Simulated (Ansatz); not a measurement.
Cubic perovskite KZnF3 was calculated with r²SCAN (PAW; Ansatz, a first-principles code).

Settings: plane-wave cutoff 600 eV, 6×6×6 k mesh, finite displacements, scalar-relativistic PAW data made under PBE.

Computed at the level's own relaxed cell.

```cif
data_F3KZn
_chemical_formula_sum 'K1 Zn1 F3'
_space_group_name_H-M_alt 'P 1'
_space_group_IT_number 1
_cell_length_a 4.04617
_cell_length_b 4.04617
_cell_length_c 4.04617
_cell_angle_alpha 90.000
_cell_angle_beta 90.000
_cell_angle_gamma 90.000
loop_
_space_group_symop_operation_xyz
  'x, y, z'
loop_
_atom_site_label
_atom_site_type_symbol
_atom_site_fract_x
_atom_site_fract_y
_atom_site_fract_z
_atom_site_occupancy
K1 K 0.00000 0.00000 0.00000 1
Zn1 Zn 0.50000 0.50000 0.50000 1
F1 F 0.50000 0.00000 0.50000 1
F2 F 0.00000 0.50000 0.50000 1
F3 F 0.50000 0.50000 0.00000 1
```

Harmonic phonon frequencies (cm⁻¹; i marks an imaginary mode; at Γ without the LO shift):

```
q point                                            frequencies
-------  -----------------------------------------------------
Γ        0 0 0 132 132 132 159 159 159 190 190 190 426 426 426
```
